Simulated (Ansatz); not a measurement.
Seebeck coefficient (μV/K, mean over directions) of n-type KTaO3 (Pm-3m) against carrier density, r2SCAN with spin-orbit coupling, rigid bands run with Ansatz (a first-principles code). Computed gap 2.48 eV; densities at which minority carriers matter at this gap, or further valleys turn the trend, are left out. Conductivity mass 0.48 mₑ (harmonic mean over directions), N_c = 1.9e19 cm⁻³ at 300 K.

| electron density | 300 K | 500 K |
|---|---|---|
| 1e16 cm⁻³ | -871 | -962 |
| 1e17 cm⁻³ | … | -763 |
| 1e18 cm⁻³ | -475 | -565 |
| 3e18 cm⁻³ | -381 | -471 |
| 1e19 cm⁻³ | -282 | … |
| 3e19 cm⁻³ | -198 | … |
| 1e20 cm⁻³ | -125 | -196 |
| 3e20 cm⁻³ | -85 | -136 |
| 1e21 cm⁻³ | -56 | -85 |

**Question.** Complete the blanks.

**Answer.** 
- 1e17 cm⁻³, 300 K: -673
- 1e19 cm⁻³, 500 K: -370
- 3e19 cm⁻³, 500 K: -281

Rigid bands with a gap fixed in temperature, one relaxation time for all states, no polarons or phonon drag, and whether or not such doping can be reached.
